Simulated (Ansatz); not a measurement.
Ti3Al, treated with PBEsol (plane waves, PAW; Ansatz, a first-principles code).

Numerical settings: plane-wave cutoff 520 eV, 12×12×12 k mesh, Fermi–Dirac smearing 0.05 eV, no spin polarisation, scalar-relativistic PAW data made under PBE.

Starting structure:

```yaml
crystal:
  lattice:
    - [5.76803, 0.00000, 0.00000]
    - [-2.88402, 4.99526, 0.00000]
    - [0.00000, 0.00000, 4.64241]
  atoms:
    - { symbol: Al, position: [0.33333, 0.66667, 0.25000] }
    - { symbol: Al, position: [0.66667, 0.33333, 0.75000] }
    - { symbol: Ti, position: [0.83300, 0.66600, 0.25000] }
    - { symbol: Ti, position: [0.16700, 0.83300, 0.75000] }
    - { symbol: Ti, position: [0.33400, 0.16700, 0.25000] }
    - { symbol: Ti, position: [0.16700, 0.33400, 0.75000] }
    - { symbol: Ti, position: [0.83300, 0.16700, 0.25000] }
    - { symbol: Ti, position: [0.66600, 0.83300, 0.75000] }
```

Problem. Into what structure does the relaxation of cell and atoms lead at this level, with the symmetry of the start kept?

Solution. The volume drops by 3.5 %; final space group P6_3/mmc.
```yaml
crystal:
  lattice:
    - [5.68771, 0.00000, 0.00000]
    - [-2.84386, 4.92571, 0.00000]
    - [0.00000, 0.00000, 4.60797]
  atoms:
    - { symbol: Al, position: [0.33333, 0.66667, 0.25000] }
    - { symbol: Al, position: [0.66667, 0.33333, 0.75000] }
    - { symbol: Ti, position: [0.83036, 0.66073, 0.25000] }
    - { symbol: Ti, position: [0.16964, 0.83036, 0.75000] }
    - { symbol: Ti, position: [0.33927, 0.16964, 0.25000] }
    - { symbol: Ti, position: [0.16964, 0.33927, 0.75000] }
    - { symbol: Ti, position: [0.83036, 0.16964, 0.25000] }
    - { symbol: Ti, position: [0.66073, 0.83036, 0.75000] }
```
